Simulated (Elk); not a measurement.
# Elk run on Al₃Ir (P6_3/mmc, 8 atoms in the cell): self-consistent single point

Method: PBEsol, all-electron FP-LAPW, Elk's shipped species files, default APW+lo basis (Elk).

Input:

```
tasks
  0

xctype
  22

rmtscf
  0.9

stype
  0

swidth
  0.00499791

maxscl
  100

scale
  1.889726125

avec
    4.3734672745    0.0000001863    0.0000000000
   -2.1867337986    3.7875336692    0.0000000000
    0.0000000000    0.0000000000    7.9281070000

sppath
  'species/'

atoms
  2
  'Al.in'
  6
  0.0000000000  0.0000000000  0.2500000000    0.0 0.0 0.0
  0.0000000000  0.0000000000  0.7500000000    0.0 0.0 0.0
  0.3333333333  0.6666666667  0.5798900000    0.0 0.0 0.0
  0.6666666667  0.3333333333  0.4201100000    0.0 0.0 0.0
  0.6666666667  0.3333333333  0.0798900000    0.0 0.0 0.0
  0.3333333333  0.6666666667  0.9201100000    0.0 0.0 0.0
  'Ir.in'
  2
  0.3333333333  0.6666666667  0.2500000000    0.0 0.0 0.0
  0.6666666667  0.3333333333  0.7500000000    0.0 0.0 0.0

ngridk
  7 7 4
```

Log, with long lists cut:

```
│ Elk code version 10.2.4 │

All units are atomic (Hartree, Bohr, etc.)

│ Ground-state run starting from atomic densities │

Lattice vectors :
   8.264655365      0.3520559771E-06   0.000000000
  -4.132327988       7.157401324       0.000000000
   0.000000000       0.000000000       14.98195092

Unit cell volume      :    886.2341852
Brillouin zone volume :   0.2798924004

Muffin-tin inner radius fraction :   0.1000000000E-01

Nuclei treated as point charges

Species :    1 (Al)
 parameters loaded from : Al.in
 name : aluminium
 nuclear charge    :   -13.00000000
 electronic charge :    13.00000000
 atomic mass :    49184.33492
 muffin-tin radius :    1.980000000
 number of radial points in muffin-tin :    397
 atomic positions (lattice), magnetic fields (Cartesian) :
   1 :   0.00000000  0.50000000  0.25000000    0.00000000  0.00000000  0.00000000
   2 :   0.00000000  0.50000000 -0.25000000    0.00000000  0.00000000  0.00000000
   3 :   0.33333333  0.16666667 -0.42011000    0.00000000  0.00000000  0.00000000
   4 :  -0.33333333 -0.16666667  0.42011000    0.00000000  0.00000000  0.00000000
   5 :  -0.33333333 -0.16666667  0.07989000    0.00000000  0.00000000  0.00000000
   6 :   0.33333333  0.16666667 -0.07989000    0.00000000  0.00000000  0.00000000

Species :    2 (Ir)
 parameters loaded from : Ir.in
 name : iridium
 nuclear charge    :   -77.00000000
 electronic charge :    77.00000000
 atomic mass :    350390.1559
 muffin-tin radius :    2.520000000
 number of radial points in muffin-tin :    697
 atomic positions (lattice), magnetic fields (Cartesian) :
   1 :   0.33333333  0.16666667  0.25000000    0.00000000  0.00000000  0.00000000
   2 :  -0.33333333 -0.16666667 -0.25000000    0.00000000  0.00000000  0.00000000

Total number of atoms per unit cell :    8

Spin treatment :
 spin-unpolarised

Number of Bravais lattice symmetries :   24
Number of crystal symmetries         :   24
   [... lines left out ...]
Maximum (1/2)|G+k|²                   :    5.477032790
Maximum |G| for potential and density :    12.00000000
 potential will be trimmed for |G| > 2 gkmax
Constant for pseudocharge density :    8
Radial integration step length :    4

G-vector grid sizes :     32    32    60
Number of G-vectors :    25965

Maximum angular momentum used for
 APW functions                      :    8
 outer part of muffin-tin           :    6
 inner part of muffin-tin           :    1

Total nuclear charge    :   -232.0000000
Total core charge       :    120.0000000
Total valence charge    :    112.0000000
Total excess charge     :    0.000000000
Total electronic charge :    232.0000000

Effective Wigner radius, rₛ :   0.9697444469

Number of empty states         :   32
Total number of valence states :   88
Total number of core states    :  120

Total number of local-orbitals :  104

Exchange-correlation functional :     22     0     0
 PBEsol, Phys. Rev. Lett. 100, 136406 (2008)
 gradient requirement :    1
 generalised gradient approximation (GGA)

Smearing type :    0
 Gaussian
Smearing width :   0.4997910000E-02
Effective electronic temperature (K) :    1578.215154

Mixing type :    3
 Broyden mixing, J. Phys. A: Math. Gen. 17, L317 (1984)

Kohn-Sham potential initialised from atomic data
│ Self-consistent loop started │
│ Loop number : 1 │
 total energy                :     -37182.1210660
│ Loop number : 2 │
 total energy                :     -37181.3154015
RMS change in Kohn-Sham potential (target) :   0.5994674473     (  0.1000000000E-05)
Absolute change in total energy (target)   :   0.8056645538     (  0.1000000000E-03)
│ Loop number : 3 │
 total energy                :     -37189.4972801
RMS change in Kohn-Sham potential (target) :   0.5332069178     (  0.1000000000E-05)
Absolute change in total energy (target)   :    7.980462510     (  0.1000000000E-03)
│ Loop number : 4 │
 total energy                :     -37179.0065769
RMS change in Kohn-Sham potential (target) :   0.2436374366     (  0.1000000000E-05)
Absolute change in total energy (target)   :    8.495587565     (  0.1000000000E-03)
│ Loop number : 5 │
 total energy                :     -37167.0576908
RMS change in Kohn-Sham potential (target) :   0.8362537395E-01 (  0.1000000000E-05)
Absolute change in total energy (target)   :    14.07278307     (  0.1000000000E-03)
   [... lines left out ...]
Absolute change in total energy (target)   :   0.1339588702E-01 (  0.1000000000E-03)
│ Loop number : 13 │
 total energy                :     -37160.7090205
RMS change in Kohn-Sham potential (target) :   0.2270173107E-05 (  0.1000000000E-05)
Absolute change in total energy (target)   :   0.3075563582E-02 (  0.1000000000E-03)
│ Loop number : 14 │
 total energy                :     -37160.7092060
RMS change in Kohn-Sham potential (target) :   0.2774717603E-06 (  0.1000000000E-05)
Absolute change in total energy (target)   :   0.5834262847E-03 (  0.1000000000E-03)
│ Loop number : 15 │
 total energy                :     -37160.7092246
RMS change in Kohn-Sham potential (target) :   0.1091620626E-06 (  0.1000000000E-05)
Absolute change in total energy (target)   :   0.1272898298E-03 (  0.1000000000E-03)
│ Loop number : 16 │
 total energy                :     -37160.7092232
RMS change in Kohn-Sham potential (target) :   0.3006307509E-07 (  0.1000000000E-05)
Absolute change in total energy (target)   :   0.3319363896E-04 (  0.1000000000E-03)
Convergence targets achieved

│ Loop number : 17 │

Energies :
 Fermi                       :     0.325563708330
 sum of eigenvalues          :     -22700.2804197
 electron kinetic            :      42148.3962828
 core electron kinetic       :      40242.5114178
 Coulomb                     :     -78511.7654593
 Coulomb potential           :     -63800.1306225
 nuclear-nuclear             :     -2514.03562486
 electron-nuclear            :     -88195.3290465
 Hartree                     :      12197.5992120
 Madelung                    :     -46611.7001481
 xc potential                :     -1048.54608003
 exchange                    :     -783.347346273
 correlation                 :     -13.9926998154
 total energy                :     -37160.7092226

Density of states at Fermi energy :    55.50687589
 (states/Hartree/unit cell)

Estimated indirect band gap :   0.2317329076E-02
 from k-point      6 to k-point      2
Estimated direct band gap   :   0.1998519649E-01
 at k-point      5

Charges :
 core                        :    120.0000000
 valence                     :    112.0000000
 interstitial                :    15.74868818
 muffin-tins (core leakage)
  species :    1 (Al)
   atom    1                 :    10.87169226     (  0.1528139103E-02)
   atom    2                 :    10.87169226     (  0.1528139103E-02)
   atom    3                 :    10.80177175     (  0.1502454091E-02)
   atom    4                 :    10.80177175     (  0.1502454091E-02)
   atom    5                 :    10.80177175     (  0.1502454091E-02)
   atom    6                 :    10.80177175     (  0.1502454091E-02)
  species :    2 (Ir)
   atom    1                 :    75.65042015     (  0.1028646796E-02)
   atom    2                 :    75.65042015     (  0.1028646796E-02)
 total in muffin-tins        :    216.2513118
 total calculated charge     :    231.9505566
 total charge                :    232.0000000
 error                       :   0.4944341545E-01

│ Self-consistent loop stopped │
```

The run converged in 17 iterations. The count includes the last loop, which Elk runs after its targets are met.

The starting cell comes from a database of computed structures (which also holds hypothetical and non-ambient phases and stackings), without a prior relaxation at this level. Its lattice was rescaled by a random factor within 2.5 % of one. Spin-orbit coupling is off. Spin polarisation is off. Values depend on the basis (sphere radii, cutoffs, local orbitals), which need not be converged. The log's line on a gap gives a spacing of levels on this mesh, which the program prints for metals too.

Cost on one core of a shared machine: roughly 2 min.
